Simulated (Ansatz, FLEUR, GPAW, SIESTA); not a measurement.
**One structure in several programs: TiO2 (I4_1/amd, 6 atoms in the cell)**

Self-consistent single point.

```
TiO2
1.0
   -1.89250     1.89250     4.75500
    1.89250    -1.89250     4.75500
    1.89250     1.89250    -4.75500
Ti O
2 4
Direct
  0.75000   0.25000   0.50000
  0.00000   0.00000   0.00000
  0.54200   0.04200   0.50000
  0.79200   0.79200   0.00000
  0.20800   0.20800   0.00000
  0.95800   0.45800   0.50000
```

Shared settings, as Ansatz (a first-principles code) writes them: kpoints.mp_grid.grid = 6 6 6; scf.occupations.method = fermi_dirac; scf.occupations.width = 0.05 eV. Potentials and cutoffs stand in the table.

| code | model | largest force (eV/Å) | gap on the mesh (eV) | cutoff |
|---|---|---|---|---|
| Ansatz | PBEsol, default PAW files made with PBE | 0.014 | 2.124 | default |
| GPAW | PBEsol, GPAW PAW datasets PBEsol (made by gpaw-setup) | 0.055 | 2.129 | 900 eV |
| SIESTA | GGA PBEsol, numerical atomic orbitals TZP, PseudoDojo PBEsol standard norm-conserving potentials (rewritten from UPF to PSML) | 0.006 | 1.933 | grid 400 Ry |
| FLEUR | PBEsol, all-electron FLAPW (FLEUR), scalar-relativistic valence | 0.047 | 2.127 | Kmax 4.7 1/bohr |

Gaps are read on the mesh.

The spread over the programs that give each value: largest force within 0.049 eV/Å; gap on the mesh within 0.196 eV.

SIESTA uses small atom-centred bases, whose incompleteness enters pressures, forces and empty levels differently from a plane-wave cutoff. FLEUR treats all electrons, but the usual bases taken here (sphere radii, linearisation, local orbitals, empty states) were not tested for convergence, so the values are no reference for the others. In the gap, SIESTA (by 0.194) lies more than 0.12 eV from the median of the plane-wave programs. In the force vectors, FLEUR (by 0.081) lies more than 0.08 eV/Å from the median of the plane-wave programs.

The starting cell has typed, rounded lattice constants, without a prior relaxation at this level.

Left out of this page: CP2K (unsound by tests on forces, stress, charge or solver warnings).

Keys are those of Ansatz 0.2.
